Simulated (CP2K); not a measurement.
## A self-consistent single point of KCl (Fm-3m, 2 atoms in the cell) with CP2K

Computed with PBE, GPW, DZVP-MOLOPT-SR-GTH basis, GTH-PBE potentials (GTH_POTENTIALS) in CP2K.

Input:

```
&GLOBAL
  PROJECT calc
  RUN_TYPE ENERGY_FORCE
  PRINT_LEVEL MEDIUM
&END GLOBAL
&FORCE_EVAL
  METHOD Quickstep
  STRESS_TENSOR ANALYTICAL
  &DFT
    BASIS_SET_FILE_NAME BASIS_MOLOPT
    POTENTIAL_FILE_NAME GTH_POTENTIALS
    &QS
      METHOD GPW
      EPS_DEFAULT 1E-10
    &END QS
    &MGRID
      CUTOFF 500
      REL_CUTOFF 50
      NGRIDS 5
    &END MGRID
    &SCF
      SCF_GUESS ATOMIC
      EPS_SCF 1E-6
      MAX_SCF 100
      ADDED_MOS 4
      &DIAGONALIZATION
        ALGORITHM STANDARD
      &END DIAGONALIZATION
      &MIXING
        METHOD BROYDEN_MIXING
        ALPHA 0.4
        NBUFFER 8
      &END MIXING
      &SMEAR ON
        METHOD FERMI_DIRAC
        ELECTRONIC_TEMPERATURE [K] 232.09
      &END SMEAR
    &END SCF
    &KPOINTS
      SCHEME MONKHORST-PACK 3 3 3
    &END KPOINTS
    &XC
      &XC_FUNCTIONAL PBE
      &END XC_FUNCTIONAL
    &END XC
    &PRINT
      &MO
        EIGENVALUES T
        OCCUPATION_NUMBERS T
        NDIGITS 8
        FILENAME mo
        &EACH
          QS_SCF 0
        &END EACH
        ADD_LAST NUMERIC
      &END MO
      &MULLIKEN ON
      &END MULLIKEN
    &END PRINT
  &END DFT
  &SUBSYS
    &CELL
      ABC 4.43435900 4.43435828 4.43435873
      ALPHA_BETA_GAMMA 60.00000474 60.00000544 60.00000208
      PERIODIC XYZ
    &END CELL
    &COORD
      K        0.00000000     0.00000000     0.00000000
      Cl       4.43435850     2.56017800     1.81031950
    &END COORD
    &KIND K
      BASIS_SET DZVP-MOLOPT-SR-GTH-q9
      POTENTIAL GTH-PBE-q9
    &END KIND
    &KIND Cl
      BASIS_SET DZVP-MOLOPT-SR-GTH-q7
      POTENTIAL GTH-PBE-q7
    &END KIND
  &END SUBSYS
  &PRINT
    &FORCES ON
    &END FORCES
    &STRESS_TENSOR ON
    &END STRESS_TENSOR
  &END PRINT
&END FORCE_EVAL
```

Output, abridged:

```
 GLOBAL| Method name                                                        CP2K
 GLOBAL| Project name                                                       calc
 GLOBAL| Run type                                                   ENERGY_FORCE

 CELL| Volume [angstrom^3]:                                            61.656305
 CELL| Vector a [angstrom]:       4.434     0.000     0.000   |a| =     4.434359
 CELL| Vector b [angstrom]:       2.217     3.840     0.000   |b| =     4.434358
 CELL| Vector c [angstrom]:       2.217     1.280     3.621   |c| =     4.434359
 CELL| Angle (b,c), alpha [degree]:                                    60.000005
 CELL| Angle (a,c), beta  [degree]:                                    60.000005
 CELL| Angle (a,b), gamma [degree]:                                    60.000002
 CELL| Numerically orthorhombic:                                              NO
 CELL| Periodicity                                                           XYZ

 DFT| Spin restricted Kohn-Sham (RKS) calculation                            RKS
 DFT| Multiplicity                                                             1
 DFT| Number of spin states                                                    1
 DFT| Charge                                                                   0
 DFT| XC density smoothing                                                  NONE
 DFT| XC derivatives                                                          PW

 QS| Method:                                                                 GPW
 QS| Density plane wave grid type                        NON-SPHERICAL FULLSPACE
 QS| Number of grid levels:                                                    5
 QS| Density cutoff [a.u.]:                                                250.0
 QS| Multi grid cutoff [a.u.]: 1) grid level                               250.0
   [... lines left out ...]
 BRILLOUIN| Wavefunction type                                            COMPLEX
 BRILLOUIN| List of Kpoints [2 Pi/Bohr]                                       14
 BRILLOUIN| Number           Weight            X              Y              Z
 BRILLOUIN|     1           0.07407       -0.33333       -0.33333       -0.33333
 BRILLOUIN|     2           0.07407       -0.33333       -0.33333        0.00000
 BRILLOUIN|     3           0.07407       -0.33333       -0.33333        0.33333
   [... 11 lines left out ...]
 *******************************************************************************

 Extrapolation method: initial_guess

 Re-scaling the density matrix to get the right number of electrons
                  # Electrons              Trace(P)               Scaling factor
                           16                16.000                        1.000

 Number of electrons:                                                         16
 Number of occupied orbitals:                                                  8
 Number of molecular orbitals:                                                12

 Number of orbital functions:                                                 27
 Number of independent orbital functions:                                     27
 SCF WAVEFUNCTION OPTIMIZATION

  Step     Update method      Time    Convergence         Total energy    Change
     1 NoMix/Diag. 0.40E+00      -     2.02137918       -43.3576947866 -4.34E+01
     2 Broy./Diag. 0.40E+00      -     0.07412341       -42.9573172860  4.00E-01
     3 Broy./Diag. 0.40E+00      -     0.03738959       -43.2805893519 -3.23E-01
     4 Broy./Diag. 0.40E+00      -     0.00749928       -43.3701134395 -8.95E-02
     5 Broy./Diag. 0.40E+00      -     0.00195417       -43.3663154620  3.80E-03
     6 Broy./Diag. 0.40E+00      -     0.00035391       -43.3726746086 -6.36E-03
     7 Broy./Diag. 0.40E+00      -     0.00004340       -43.3725256583  1.49E-04
     8 Broy./Diag. 0.40E+00      -     0.00002286       -43.3725503864 -2.47E-05
     9 Broy./Diag. 0.40E+00      -     0.00000085       -43.3725665286 -1.61E-05
  *** SCF run converged in     9 steps ***

  Electronic density on regular grids:        -16.0000000005       -0.0000000005
  Core density on regular grids:               15.9999999989       -0.0000000011
  Total charge density on r-space grids:       -0.0000000017
  Total charge density g-space grids:          -0.0000000017

  Overlap energy of the core charge distribution:               0.00000000000000
  Self energy of the core charge distribution:                -90.83796313157626
  Core Hamiltonian energy:                                     21.34669872393294
  Hartree energy:                                              33.44812492342345
  Exchange-correlation energy:                                 -7.32942704440341
  Electronic entropic energy:                                  -0.00000000000000
  Fermi energy:                                                 0.14462375565786

  Total energy:                                               -43.37256652862328
  Total energy (extrapolated to T->0):                        -43.37256652862328

                     Mulliken Population Analysis

 #  Atom  Element  Kind  Atomic population                           Net charge
       1     K        1          8.431159                              0.568841
       2     Cl       2          7.568841                             -0.568841
 # Total charge                             16.000000                  0.000000

 ENERGY| Total FORCE_EVAL ( QS ) energy [hartree]            -43.372556497483572

 FORCES| Atomic forces [hartree/bohr]
 FORCES|   Atom     x               y               z               |f|
 FORCES|      1 -1.40557147E-11 -1.44906517E-11 -1.78980467E-11   2.69792916E-11
 FORCES|      2  1.40812181E-11  1.45394562E-11  1.79409051E-11   2.70472284E-11
 FORCES| Sum     2.55033781E-14  4.88045479E-14  4.28583790E-14
 FORCES| Total atomic force                                       6.97792723E-14

 STRESS| Analytical stress tensor [bar]
 STRESS|                        x                   y                   z
 STRESS|      x        1.16912162376E+04   1.68894748933E-02   1.19544636697E-02
 STRESS|      y        1.68894748933E-02   1.16917085666E+04   3.00468358192E-01
 STRESS|      z        1.19544636697E-02   3.00468358192E-01   1.16914759015E+04
 STRESS| 1/3 Trace                                             1.16914669019E+04
```

The run converged in 9 iterations.

The starting cell has typed, rounded lattice constants, without a prior relaxation at this level. Its lattice was rescaled by up to half a per cent. Values carry the incompleteness of an atom-centred basis.
